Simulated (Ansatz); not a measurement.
The reference is HgS in the zinc blende structure (space group F-43m, No. 216; a = 5.8759 Å). Axes: x, y, z lie along the cube axes.

Level of theory: Ansatz (a program for electronic structure) PBEsol, spin-orbit coupling left out.

Base values:

| Property | Result |
|---|---|
| Pressure | 0.0 GPa |
| Volume per atom | 25.36 Å³ |

Modification: biaxial strain −2.03 %, plane normal [001], relaxed out of plane (Cartesian); in-plane vectors clamped, the third vector and the atoms free.

Problem. What does the calculation give for the pressure, energy relative to the base and volume per atom after the change?

Solution. The pressure (mean of the normal stresses, compression positive) goes from zero to 0.6 GPa; the energy goes up by 2.8 meV/atom; the volume per atom shrinks by 0.27 Å³ to 25.09 Å³.

The mesh was chosen for an insulator and is coarse for the gapless case. Whether these cells are dynamically stable was not tested. All final runs are without spin polarisation.
